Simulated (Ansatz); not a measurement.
# Effect of isotropic strain +3.00 % on Na2Te

Base system: Na$_{2}$Te in the anti-fluorite structure (space group Fm-3m, No. 225; a = 7.246 Å).

Now apply this change: an isotropic linear strain of +3.00 %; the atoms relax in the strained cell.

The values are results of PBEsol, PAW, 420 eV (Ansatz, an electronic-structure program; without spin-orbit coupling), not measurements. Settings: 8×8×8 k-points, 0.05 eV Fermi–Dirac smearing.

- Volume per atom = 34.64 Å³ (base 31.70 Å³)
- Shortest interatomic distance = 3.232 Å (base 3.138 Å)
- Energy relative to the base (free energy F) = +15 meV/atom
- Band gap = 1.80 eV (base 2.02 eV)
- Gap character = direct at Γ (base direct at Γ)
- Mean gap deformation potential ΔEg/Δln V = -2.4 eV
- Electron mass = 0.21 mₑ (at Γ) (base 0.21 mₑ (at Γ))
- Hole mass (degenerate bands, along [100]) = 0.28, 1.6, 1.6 mₑ (at Γ) (base 0.28, 1.6, 1.6 mₑ (at Γ))
- Valley order (the lowest conduction-band minima on the path, energy above the VBM, named in the base's zone) = Γ 1.80 eV; X along ⟨100⟩ 2.96 eV (base Γ 2.02 eV; X along ⟨100⟩ 2.94 eV)

Spin-orbit coupling, missing from the scalar runs, can matter with Te. Effective masses come from finite differences of ±0.01 Å⁻¹. Stability against distortions was not tested.
